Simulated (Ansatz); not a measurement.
The reference is WSi2 (space group P6_222, No. 180; a cell from a computed database, its experimental status unchecked).

```
CELL_PARAMETERS angstrom
      4.57585     0.00000     0.00000
     -2.28792     3.96280     0.00000
      0.00000     0.00000     6.60345
ATOMIC_POSITIONS crystal
  Si 0.83619 0.67239 0.50000
  Si 0.16381 0.83619 0.83333
  Si 0.32761 0.16381 0.16667
  Si 0.16381 0.32761 0.50000
  Si 0.83619 0.16381 0.83333
  Si 0.67239 0.83619 0.16667
  W  0.00000 0.50000 0.16667
  W  0.50000 0.00000 0.50000
  W  0.50000 0.50000 0.83333
```

Cartesian axes are those of the cell as printed.

The values are results of plane-wave PAW DFT at the PBEsol level (Ansatz, a program for electronic structure, 420 eV), no SOC, not measurements.

Base values:

| Item | Result |
|---|---|
| Volume per atom | 13.30 Å³ |
| Gap character | absent |
| Band gap | zero |
| Pressure | 0.0 GPa |

The change: compressive biaxial strain of 4.44 % in the plane normal to [001], as in epitaxy on a mismatched substrate; the out-of-plane cell vector and the atoms relax.

Estimate the effect on the volume per atom.

The volume per atom falls by 0.756 Å³, from 13.30 Å³ to 12.55 Å³.

Estimate the effect on the gap character.

The gap character becomes indirect, L → M (base: absent).

What happens to the band gap?

The band gap changes from zero to 0.37 eV.

What happens to the pressure?

The pressure (mean of the normal stresses, compression positive) goes from zero to 17.1 GPa.

With W present, leaving out spin-orbit coupling can change the band edges. No phonon test of stability was made. The final runs are not spin-polarised. A zero or small gap of WSi2 can be the functional's error rather than a property of the material.
